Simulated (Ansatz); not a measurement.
The starting structures come from a database of crystals and need not be the phases stable at ambient conditions.

 Where the default PAW files enter, the runs use the earlier of Ansatz's two default sets.

By PBEsol, the system below comes out a metal.

Without scattering a metal conducts by its projected Fermi surface.

Given:

```
BiGa
1.0
    4.50097     0.00000     0.00000
   -2.25048     3.89795     0.00000
    2.25048    -1.29932     3.67502
Ga Bi
1 1
Direct
  0.25000   0.75000   0.25000
  0.00000   0.00000   0.00000
```

Space group of this cell: F-43m, zinc blende. The cell is taken as given; by PBEsol its mean pressure is -0.6 GPa.

The current flows along the normal of the first two printed cell vectors, the (111) plane of the conventional cell. No spin-orbit coupling; the value is a mean over 0.1 eV about the Fermi level.

Problem. State the ballistic conductance per area according to PBEsol in Ansatz (a program for electronic structure).

Solution. 0.083 × 10¹⁵ S/m² for both spins.
